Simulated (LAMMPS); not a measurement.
Surface tension of liquid Au over temperature.

Model: classical MD, pair style meam, file library.meam (library.meam-Au), run in LAMMPS.

```
T (K)  surface tension  excess energy
-----  ---------------  -------------
1340   0.43 ± 0.02 N/m      0.70 J/m²
1540   0.36 ± 0.02 N/m      0.65 J/m²
1800   0.33 ± 0.02 N/m      0.70 J/m²
```

Caution: the potential MEAM library.meam-Au is a first-neighbour MEAM set with a 4 Å cutoff, used here without a parameter file and away from the static properties it was fitted to.

Uncertainties are statistical and leave out the potential's own error.
